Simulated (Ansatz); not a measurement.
The starting structures come from a database of crystals and need not be the phases stable at ambient conditions.

Inside the gap of an insulator the Bloch states are evanescent, with a wavenumber k + iκ along the transport direction.

Input:

```
NaHO
1.0
    4.81517    -0.12650     0.03306
    0.96464     5.22198     0.08227
    2.43226    -0.48692     2.38732
Na H O
2 2 2
Cartesian
  4.56155   3.71419   2.31597
  3.65052   0.89437   0.18668
  1.01670   2.06631   0.62677
  7.19537   2.54225   1.87588
  6.89407   3.33664   2.34486
  1.31799   1.27193   0.15778
```

Space group of this cell: P2_1/m. The cell was relaxed by PBE-D3(BJ); by PBEsol its mean pressure is 0.5 GPa.

Transport runs along the normal of the first two printed cell vectors.

The gap is the functional's own. No spin-orbit coupling. Mid-gap values are interpolated on the energy grid.

### Question
Predict the band gap and the smallest decay constant κ at mid-gap from PBEsol (Ansatz, a first-principles code).

### Answer
Gap 3.28 eV on a 12×6×12 mesh; κ = 0.339 1/Å, at the zone centre.
